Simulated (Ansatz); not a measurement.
# Hypothetical Fddd MoSi2, response to strain

Start from MoSi$_{2}$ (space group Fddd, No. 70; a = 4.5712 Å, b = 7.9585 Å, c = 8.7266 Å; a hypothetical phase, not in the database extracts checked). Axes: x, y, z lie along a, b, c of the conventional cell.

Strains are applied to the cell and any free atomic positions relax; under biaxial strain the out-of-plane vector relaxes too; under stress the whole cell relaxes.

Level of theory: Ansatz (a first-principles code), PBEsol, PAW, cutoff 420 eV, no spin-orbit coupling.

Notes on the quantities. energy relative to the base: free energy F; pressure: mean of the normal stresses, compression positive.

```tsv
variant	energy relative to the base	shortest interatomic distance	pressure
base	0 meV/atom	2.540 Å	0.0 GPa
biaxial strain −3.05 %, plane normal [001], relaxed out of plane	+27 meV/atom	2.556 Å	7.9 GPa
isotropic strain −3.62 %	+121 meV/atom	2.449 Å	31.0 GPa
isotropic strain +1.32 %	+14 meV/atom	2.574 Å	-7.9 GPa
uniaxial strain ε_zz = −1.12 %	+1.9 meV/atom	2.518 Å	2.7 GPa
tensor shear ε_xz = +1.91 %	+9.5 meV/atom	2.516 Å	0.3 GPa
tensor shear ε_xz = −0.97 %	+2.4 meV/atom	2.528 Å	0.1 GPa
tensor shear ε_xz = −0.45 %	+0.5 meV/atom	2.534 Å	0.0 GPa
uniaxial stress, 8 GPa tension along x	[?]	[?]	–
tensor shear ε_xz = −3.87 %	+39 meV/atom	2.493 Å	1.1 GPa
```

Task: What belongs in the blanks?

Result: 
- uniaxial stress, 8 GPa tension along x, energy relative to the base: +7.0 meV/atom
- uniaxial stress, 8 GPa tension along x, shortest interatomic distance: 2.536 Å

Without a gap, meshes like the base's 13×13×13 leave anisotropic stresses uncertain by several tenths of a GPa, and small strain energies with them. Beyond what the load breaks, stability against distortions was not tested. The final runs are not spin-polarised.
